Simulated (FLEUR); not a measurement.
A self-consistent single point of PbO₂ (P4_2/mnm, 6 atoms in the cell) with FLEUR.

Method of the run: PBE, all-electron FLAPW (FLEUR), scalar-relativistic valence in FLEUR.

The change in words: lattice scaled by 0.98. Reference geometry:
```
CELL_PARAMETERS angstrom
      4.94851     0.00000     0.00000
      0.00000     4.94851     0.00000
      0.00000     0.00000     3.37730
ATOMIC_POSITIONS crystal
  Pb 0.00000 0.00000 0.00000
  Pb 0.50000 0.50000 0.50000
  O  0.30743 0.30743 0.00000
  O  0.69257 0.69257 0.00000
  O  0.19257 0.80743 0.50000
  O  0.80743 0.19257 0.50000
```

Reference input (self-consistent single point, DFT, PBE, all-electron FLAPW (FLEUR), scalar-relativistic valence): Kmax = 4.4 1/bohr; GmaxXC = 17.6 1/bohr; xcFunctional = pbe; jspins = 1; l_soc = F; mode = gauss; fermiSmearingEnergy = 0.00367493 Htr; mesh (inpgen div1-3) = 6 6 9; inpgen gamma flag = true; Gmax = 17.6 1/bohr; numbands = 0; maxIterBroyd = 40. This run's input differs from it in these lines:

```diff
@@ -3,5 +3,5 @@
 &input film=f /
-9.3513229558 0.0000000000 0.0000000000
-0.0000000000 9.3513229558 0.0000000000
-0.0000000000 0.0000000000 6.3821644818
+9.1642967612 0.0000000000 0.0000000000
+0.0000000000 9.1642967612 0.0000000000
+0.0000000000 0.0000000000 6.2545210410
 1.0
@@ -47,5 +47,5 @@
          <bravaisMatrix>
-            <row-1>    9.3513229558000006     0.0000000000000000     0.0000000000000000</row-1>
-            <row-2>    0.0000000000000000     9.3513229558000006     0.0000000000000000</row-2>
-            <row-3>    0.0000000000000000     0.0000000000000000     6.3821644818000003</row-3>
+            <row-1>    9.1642967611999993     0.0000000000000000     0.0000000000000000</row-1>
+            <row-2>    0.0000000000000000     9.1642967611999993     0.0000000000000000</row-2>
+            <row-3>    0.0000000000000000     0.0000000000000000     6.2545210410000003</row-3>
          </bravaisMatrix>
```

Output (repeated stretches shortened):

```
 Iteration:     1   Distance:      24.47302209 me/bohr^3
 Iteration:     2   Distance:      21.11742955 me/bohr^3
 Iteration:     3   Distance:       8.73447621 me/bohr^3
 Iteration:     4   Distance:       4.73201734 me/bohr^3
 Iteration:     5   Distance:       2.56313637 me/bohr^3
   [... 7 lines left out ...]
 Iteration:    13   Distance:       0.00028362 me/bohr^3
 Iteration:    14   Distance:       0.00014491 me/bohr^3
 Iteration:    15   Distance:       0.00001542 me/bohr^3
 Iteration:    16   Distance:       0.00000503 me/bohr^3
 Reset of history
 Run finished successfully
 Stop message:
   Structural relaxation: new displacements generated

[file out, last iteration]
             iter=     17
[...]
          total density-effective poten   -7.5057667362E+04
          total charge density-energy d   -8.1513687887E+02
 Updated energy parameters for spin:           1
[...]
 fermi energy and band-weighting factors:

[...]
FERMIE:
          first approx. to ef    (T=0)  :   0.264672 htr   (energy of the highest occ. eigenvalue)
          number of occ. states  (T=0)  :       1300
          first approx. to seigv (T=0)  :  -4.595371 htr
          sum of weights of occ. states :  26.000000
          sum of semicore charge        :   0.000000 e
          fermi energy=   0.26827 har   work function=  -7.29986 ev
          number of valence electrons=  52.00000
   [... lines left out ...]
          total moment                 =     0.00000
 Direct bandgap for spin            1 :    2.0818366781473752E-002  Htr
 ---->    free energy=                    -42158.1659287876 htr
   [... lines left out ...]
      extrapolation for T->0
 ---->    total electron energy=          -42158.1659287876 htr
 ***** TOTAL FORCES ON ATOMS *****
 TOTAL FORCE FOR ATOM TYPE=  1  X=  0.000   Y=  0.000   Z=  0.000
                       FX_TOT= 0.000000 FY_TOT= 0.000000 FZ_TOT= 0.000000
 TOTAL FORCE FOR ATOM TYPE=  2  X=  2.817   Y=  2.817   Z=  0.000
                       FX_TOT=-0.003704 FY_TOT=-0.003704 FZ_TOT= 0.000000
```

The run converged in 16 iterations. FLEUR gives forces in its relaxation mode, with a further iteration, so its stop message speaks of a relaxation. Against the reference run the total energy rises by 80.4 meV/atom and the largest force goes from 0.077 to 0.269 eV/Å.

The starting cell comes from a database of computed structures (which also holds hypothetical and non-ambient phases and stackings), without a prior relaxation at this level. Its lattice was rescaled by a random factor within 2.5 % of one. For this run, on top of that: lattice scaled by 0.98. Spin-orbit coupling is off. Values depend on the basis (sphere radii, cutoffs, local orbitals), which need not be converged. No gap is read from this output. The log's line on a gap gives a spacing of levels on this mesh, which the program prints for metals too.

Cost on one core of a shared machine: roughly 3 min.
